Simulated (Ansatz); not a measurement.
# Au: energy against volume

Au (fcc, Fm-3m, 17.541 Å³/atom and stress up to 0.01 GPa in the relaxed cell, cube axes along x, y and z) under an equal strain ε along all three axes. r2SCAN in Ansatz, a plane-wave DFT program (PAW, default set), 500 eV, 27×27×27 Γ-centred mesh, Fermi-Dirac smearing 0.10 eV.

Here V stands for volume and E for E less E0.

| volume (Å³/atom) | E less E0 (meV/atom) | pressure (GPa) |
|---|---|---|
| 16.5097 | 33.20 | 11.12 |
| 16.7636 | 18.18 | 7.95 |
| 17.0202 | 7.84 | 5.06 |
| 17.2794 | 1.89 | 2.41 |
| 17.5412 | 0.00 | 0.00 |
| 17.8057 | 1.90 | -2.19 |
| 18.0727 | 7.28 | -4.18 |
| 18.3425 | 15.90 | -5.99 |
| 18.6149 | 27.53 | -7.62 |
| 19.1678 | ? | ? |

### Question
Fit E against V with the third-order Birch-Murnaghan form, a cubic in V^(-2/3), and predict the withheld value at V = 19.1678.

### Answer
With u = V^(-2/3) - 0.148, the rows have u = 0.006232, 0.004671, 0.003132, 0.001617, 0.000125, -0.001346, -0.002794, -0.004221, -0.005627. Least squares gives E = 0.022 - 246.3·u + 857628·u² + 5808770·u³. Residuals (row less fit): -0.001, 0.005, -0.002, -0.001, -0.005, 0.007, 0.002, -0.005, 0.002; standard error 0.005 (degrees of freedom: 5). Its minimum lies at u = 0.000143, so V0 = (0.148143)^(-3/2) = 17.54. There d²E/du² = 1720000 and d³E/du³ = 3.485e7, so B0 = (4/9) × 17.54^(-7/3) × 1720000 × 0.160218 = 153 GPa (the last factor turns the table's units into GPa), and B0' = 4 + (2/3) × 0.148143 × (3.485e7)/1720000 = 6.0. B0' rests on the cubic coefficient alone and has a standard error of 0.1 from these residuals. At the withheld row, u = -0.008379, so E = 0.022 - 246.3 × (-0.008379) + 857628 × (-0.008379)² + 5808770 × (-0.008379)³ = 58.881 meV/atom. The calculation gives 58.84 meV/atom, 0.041 meV/atom below the prediction (0.1 % of the range of E in the table). The row lies outside the fitted rows, so this is an extrapolation. The scatter of the fitted rows lies at the last printed digit.

In a metal these values are sensitive to mesh and smearing; energies are taken to zero smearing, stresses follow the free energy. Spin-orbit coupling is left out, which can shift these values for the heavy elements here. Other structures, which can take over under pressure, weren't tried. The same form fitted to the pressure column gives B0' = 6.0; series where the two differ by over 0.4 aren't shown. Rows are the converged runs of the series near zero and its far end, less any whose ions stayed unrelaxed beside relaxed ones; series whose fitted rows scatter by over a few per cent of the range, as at a crossing or softening among them, aren't shown in this form.
